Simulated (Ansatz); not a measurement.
## SiC: energy against strain

SiC (4H polytype, P6_3mc, 10.498 Å³/atom and stress up to 0.01 GPa in the relaxed cell, c along z) under a strain ε along c (axis z), the other axes held. PBE in Ansatz, a plane-wave DFT program (PAW, default set), 420 eV, 12×12×4 Γ-centred mesh, Fermi-Dirac smearing 0.05 eV; ions are relaxed, or left where forces stay under 0.02 eV/Å, within the symmetry of each cell.

Here s stands for strain and y for E less E0.

```csv
strain (%),E less E0 (meV/atom)
-1.50,4.00
-0.75,0.99
0.00,0.00
0.75,0.96
1.50,3.81
3.00,?
```

Q: Using a parabola, estimate the missing y at s = 3.00 from the other rows, showing the fit.

A: Least squares gives y = -0.001 - 0.0547·s + 1.7359·s². Residuals (row less fit): 0.013, -0.026, 0.001, 0.026, -0.013; standard error 0.029 (degrees of freedom: 2). Twice the quadratic coefficient over the volume, 2 × 1.7359 meV × 10⁴ × 0.1602 / 10.498 Å³, is the elastic constant C33 = 530 ± 4 GPa (± standard error of the fit, which holds the terms cut off). At the withheld row, y = -0.001 - 0.0547 × 3.00 + 1.7359 × 3.00² = 15.458 meV/atom. The calculation gives 14.92 meV/atom, 0.538 meV/atom below the prediction (3.6 % of the range of y in the table). The row lies outside the fitted rows, so this is an extrapolation. From the scatter of the fitted rows alone, a prediction at this place has a standard error of 0.119 meV/atom, so the miss is 4.5 times that.

A polynomial of degree 3 through the 8 other runs of the series gives 14.95 there, so most of the miss is curvature that the fit leaves out. The start is a measured cell from the literature; how it stands against other phases or cation orders wasn't checked. Rows are the converged runs of the series near zero and its far end; series whose fitted rows scatter by over a few per cent of the range, as at a crossing or softening among them, aren't shown in this form, nor equations of state whose B0' disagrees with the runs' pressures. Most that stay on the fit to the last digits aren't either.
